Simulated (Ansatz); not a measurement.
## Hypothetical Pm-3n AlN: pressure series

Start from AlN (space group Pm-3n, No. 223; a hypothetical phase, not in the database extracts checked).

```xyz
12
Lattice="5.3724 0.0000 0.0000 0.0000 5.3724 0.0000 0.0000 0.0000 5.3724" Properties=species:S:1:pos:R:3 pbc="T T T"
Al     1.3431     0.0000     2.6862
Al     2.6862     1.3431     0.0000
Al     2.6862     4.0293     0.0000
Al     4.0293     0.0000     2.6862
Al     0.0000     2.6862     4.0293
Al     0.0000     2.6862     1.3431
N      1.3431     2.6862     0.0000
N      0.0000     1.3431     2.6862
N      0.0000     4.0293     2.6862
N      4.0293     2.6862     0.0000
N      2.6862     0.0000     4.0293
N      2.6862     0.0000     1.3431
```

Cell and atoms are relaxed at each pressure.

Calculations: PBE (Ansatz, an electronic-structure program, PAW, without spin-orbit coupling).

| variant | band gap | width of the top valence band | volume per atom |
|---|---|---|---|
| base | 2.64 eV | 1.44 eV | 12.92 Å³ |
| pressure −2 GPa | 2.60 eV | 1.42 eV | (withheld) |
| pressure −1 GPa | 2.62 eV | 1.43 eV | 13.01 Å³ |
| pressure 0.3 GPa | 2.64 eV | 1.45 eV | 12.90 Å³ |
| pressure 0.7 GPa | 2.65 eV | 1.45 eV | 12.87 Å³ |
| pressure 3 GPa | 2.68 eV | 1.48 eV | 12.69 Å³ |
| pressure 5 GPa | 2.71 eV | 1.51 eV | (withheld) |
| pressure 7.5 GPa | 2.74 eV | 1.53 eV | 12.36 Å³ |
| pressure 10 GPa | 2.76 eV | 1.56 eV | 12.20 Å³ |

Q: Fill in the withheld entries from the trend.

A: 
- pressure −2 GPa, volume per atom: 13.09 Å³
- pressure 5 GPa, volume per atom: 12.54 Å³

Load acts through the strain it causes; cell and atoms are relaxed under it. Stability against distortions was not tested. No other phases were tried under pressure.
